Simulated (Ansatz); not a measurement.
# Effect of biaxial strain +0.50 %, plane normal [001], relaxed out of plane on C

The reference is C in the diamond structure (space group Fd-3m, No. 227; a = 3.532 Å). Axes: x, y, z lie along the cube axes.

The change: biaxial strain +0.50 %, plane normal [001], relaxed out of plane (Cartesian); in-plane vectors clamped, the third vector and the atoms free.

Computed with Kohn–Sham DFT with the LDA functional, run in Ansatz (a program for electronic structure) with PAW and 420 eV plane waves, scalar-relativistic without spin-orbit coupling. Γ-centred 16×16×16 mesh, Fermi–Dirac width 0.05 eV.

```csv
quantity,base,changed,shift
volume per atom,5.51 Å³,5.55 Å³,+0.048 Å³
space group,Fd-3m (No. 227),I4_1/amd (No. 141),–
shortest interatomic distance,1.529 Å,1.534 Å,+0.0044 Å
energy relative to the base (free energy F),0 meV/atom,+1.1 meV/atom,+1.1 meV/atom
band gap,4.17 eV,3.99 eV,-0.186 eV
gap character,–,"indirect, Γ → k = (0, 0, 3/8) in the run's primitive reciprocal basis",–
electron mass,"1.8 mₑ along k, 0.29 mₑ across (off the special points)","1.6 mₑ along k, 0.29 mₑ across (off the special points)",–
"valence-band top at Γ (three highest levels, from the VBM)","0.00, 0.00, 0.00 eV","0.00, -0.10, -0.10 eV",–
"valley order (the lowest conduction-band minima on the path, energy above the VBM, named in the base's zone)","a point along ⟨100⟩, about 1.3 Å⁻¹ from Γ 4.17 eV","a point along [001], about 1.3 Å⁻¹ from Γ 3.99 eV; a point along [100], about 1.3 Å⁻¹ from Γ 4.14 eV",–
out-of-plane strain,–,-0.13 %,–
mean in-plane stress (compression positive),–,-6.0 GPa,–
```

Final structure (turned so that z lies along the plane normal):

```yaml
crystal:
  lattice:
    - [2.50981, 0.00000, 0.00000]
    - [0.00000, 2.50981, 0.00000]
    - [1.25490, -1.25490, 1.76350]
  atoms:
    - { symbol: C, position: [0.00000, 0.00000, 0.00000] }
    - { symbol: C, position: [0.75000, 0.75000, 0.50000] }
```

Cost of the whole job for the changed cell (relaxation, final SCF and bands): around 19 core-seconds (rough).

Masses are band curvatures over ±0.01 Å⁻¹ around the edge. Along k means along the line from Γ to the band edge. Stability against distortions was not tested. Labels are those of the standard path for the cell's own space group.
